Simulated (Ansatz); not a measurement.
Subject: the energy of the reaction as written. Reaction: 1/2 cell B → cell A. A negative value means that the right-hand side lies lower.

Cell A: a sheet of composition Bi, 1 atom, hexagonal cell of 3.30 Å (9.4 Å²), symmetry P6/mmm, 0.0 Å thick under 16 Å of vacuum, in-plane vectors relaxed; planes from bottom to top: Bi; a model cell; spin state with PBE: run without spin, k-point mesh 24×24×1.
```xyz
1
Lattice="3.2984 0.0000 0.0000 -1.6492 2.8565 0.0000 0.0000 0.0000 16.0000" Properties=species:S:1:pos:R:3 pbc="T T T"
Bi     0.0000     0.0000     8.0000
```

Cell B: a sheet of composition Bi2, 2 atoms, hexagonal cell of 4.34 Å (16.3 Å²), symmetry P-3m1, 1.7 Å thick under 16 Å of vacuum, in-plane vectors relaxed; planes from bottom to top: Bi × 2; a model cell; spin state with PBE: run without spin, k-point mesh 18×18×1.
```
Bi
1.0
    4.33976     0.00000     0.00000
   -2.16988     3.75834     0.00000
    0.00000     0.00000    17.74000
Bi
2
Cartesian
  0.00000   2.50556   9.73370
  2.16988   1.25278   8.00630
```

Plane-wave PAW calculations with Ansatz (a program for electronic structure), its PAW set soft_1, cutoff 420 eV, 500 eV for r2SCAN. The structures are at rest with PBE; other levels are single points on them. Neutral cells; Fermi-Dirac smearing of at most 0.10 eV in the solids, energies taken to zero width. The lattices are those relaxed with PBE, so at other levels the solids can be strained, which adds to the spread. A dispersion term (D3(BJ), or D4 for r2SCAN) was computed beside these levels and is taken off wherever the name lacks it. No zero-point or thermal terms. The runs are scalar-relativistic, without spin-orbit coupling. Cell A has symmetry P6/mmm and got no random move, so less symmetric positions, which may lie lower, weren't tried. Cell B has symmetry P-3m1 and got no random move, so less symmetric positions, which may lie lower, weren't tried.

Problem. Estimate the value that PBE returns for this input.

Solution. 0.47 eV, for 1/2 cell B → cell A.

Problem. List the value at the remaining levels and say how far they part.

Solution. 
```csv
Level,value (eV),less PBE
r2SCAN,0.60,0.13
```

The levels span 0.13 eV, from PBE (0.47) to r2SCAN (0.60).
